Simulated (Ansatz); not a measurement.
## A computed series for MgS: pressure series

The reference is MgS in the rock salt structure (space group Fm-3m, No. 225).

```
MgS
1.0
    0.00000     2.57757     2.57757
    2.57757     0.00000     2.57757
    2.57757     2.57757     0.00000
Mg S
1 1
Cartesian
  2.57757   2.57757   2.57757
  0.00000   0.00000   0.00000
```

Cell and atoms are relaxed at each pressure.

Level of theory: PBE-D3(BJ) (Ansatz, an electronic-structure program, PAW, scalar-relativistic without spin-orbit coupling).

```
change            band gap  smallest direct gap  shortest interatomic distance
----------------  --------  -------------------  -----------------------------
base               2.85 eV              3.95 eV                        2.578 Å
pressure −2 GPa    2.79 eV              3.74 eV                        2.600 Å
pressure −1 GPa    2.82 eV              3.84 eV                        2.588 Å
pressure 0.3 GPa   2.86 eV              3.98 eV                        2.574 Å
pressure 0.7 GPa   2.87 eV              4.02 eV                        2.570 Å
pressure 1.5 GPa   2.89 eV              4.09 eV                        2.562 Å
pressure 3 GPa     2.92 eV              4.23 eV                        2.548 Å
pressure 5 GPa     2.96 eV              4.41 eV                        2.530 Å
pressure 7.5 GPa   3.01 eV              4.62 eV                        2.511 Å
pressure 10 GPa    3.05 eV              4.82 eV                        2.492 Å
```

Load acts through the strain it causes; cell and atoms are relaxed under it. Whether these cells are dynamically stable was not tested. No other phases were tried under pressure. The base started in Pnma and relaxed to Fm-3m at this level.
